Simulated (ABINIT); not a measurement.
Worked example: self-consistent single point of InRh (Pm-3m, 2 atoms in the cell) in ABINIT.

Method: PBEsol, spin-orbit coupling, norm-conserving pseudopotentials (PseudoDojo nc-fr-04 PBEsol standard) (plane waves; ABINIT).

```xyz
2
Lattice="3.2097 0.0000 0.0000 0.0000 3.2097 0.0000 0.0000 0.0000 3.2097" Properties=species:S:1:pos:R:3 pbc="T T T"
In     0.0000     0.0000     0.0000
Rh     1.6048     1.6048     1.6048
```

Reference input (self-consistent single point, DFT, PBEsol, plane waves, norm-conserving pseudopotentials (PseudoDojo nc-sr-04 PBEsol standard)): pseudos = [In.upf, Rh.upf]; ecut = 44 Ha; ixc = -116133; occopt = 7; tsmear = 0.00734986 Ha; ngkpt = 10 10 10; nshiftk = 1; shiftk = 0 0 0; potentials = PseudoDojo nc-sr-04 PBEsol standard; nband = 21; kptopt = 1; nstep = 100. This run's input differs from it in these lines:

```diff
@@ -1,2 +1,2 @@
-# InRh, PseudoDojo nc-sr-04 PBEsol standard
+# InRh, PseudoDojo nc-fr-04 PBEsol standard
 pp_dirpath "./"
@@ -18,5 +18,7 @@
 ixc -116133
+nspinor 2
+nspden 1
 occopt 7
 tsmear 0.00734986
-nband 21
+nband 48
 kptopt 1
```

Its files differ too (potentials: PseudoDojo nc-sr-04 PBEsol standard → PseudoDojo nc-fr-04 PBEsol standard).

Log, with long lists cut:

```
--- !BeginCycle
solver: {iscf: 7, nstep: 100, nline: 4, wfoptalg: 0, }
tolerances: {tolvrs: 1.00E-10, }
...

     iter   Etot(hartree)      deltaE(h)  residm     vres2
 ETOT  1  -183.27615181892    -1.833E+02 5.908E-01 7.386E+01
 ETOT  2  -183.42702700470    -1.509E-01 6.261E-02 4.586E+02
 ETOT  3  -183.50561552607    -7.859E-02 3.587E-02 6.379E+00
 ETOT  4  -183.50677186210    -1.156E-03 2.195E-02 1.165E-02
 ETOT  5  -183.50677282244    -9.603E-07 1.352E-02 4.526E-03
 ETOT  6  -183.50677352663    -7.042E-07 6.134E-03 8.566E-06
 ETOT  7  -183.50677352821    -1.576E-09 5.821E-03 6.447E-08
 ETOT  8  -183.50677352824    -2.834E-11 5.780E-03 1.436E-09
 ETOT  9  -183.50677352824     3.126E-12 3.503E-03 5.980E-11
 At SCF step    9       vres2   =  5.98E-11 < tolvrs=  1.00E-10 =>converged.

 Cartesian components of stress tensor (hartree/bohr^3)
  sigma(1 1)=  8.32055312E-05  sigma(3 2)=  0.00000000E+00
  sigma(2 2)=  8.32055312E-05  sigma(3 1)=  0.00000000E+00
  sigma(3 3)=  8.32055312E-05  sigma(2 1)=  0.00000000E+00

 ----iterations are completed or convergence reached----

 reduced coordinates (array xred) for    2 atoms
       0.000000000000      0.000000000000      0.000000000000
       0.500000000000      0.500000000000      0.500000000000
 cartesian forces (eV/Angstrom) at end:
    1     -0.00000000000000    -0.00000000000000    -0.00000000000000
    2     -0.00000000000000    -0.00000000000000    -0.00000000000000
 frms,max,avg= 0.0000000E+00 0.0000000E+00   0.000E+00  0.000E+00  0.000E+00 e/A
   [... lines left out ...]
 Fermi (or HOMO) energy (eV) =  12.43638   Average Vxc (eV)= -13.29243
   [... lines left out ...]
total_energy        : -1.83506773528236E+02
total_energy_eV     : -4.99347325538692E+03
band_energy         : -9.03189850640526E+00
...

-Cartesian components of stress tensor (GPa)         [Pressure= -2.4480E+00 GPa]
- sigma(1 1)=  2.44799083E+00  sigma(3 2)=  0.00000000E+00
- sigma(2 2)=  2.44799083E+00  sigma(3 1)=  0.00000000E+00
- sigma(3 3)=  2.44799083E+00  sigma(2 1)=  0.00000000E+00

 Calculation completed.
```

The run converged in 9 iterations. Against the reference run the pressure goes from -2.64 to -2.45 GPa.

The starting cell comes from a database of computed structures (which also holds hypothetical and non-ambient phases and stackings), without a prior relaxation at this level.

Cost on one core of a shared machine: roughly 10 min.
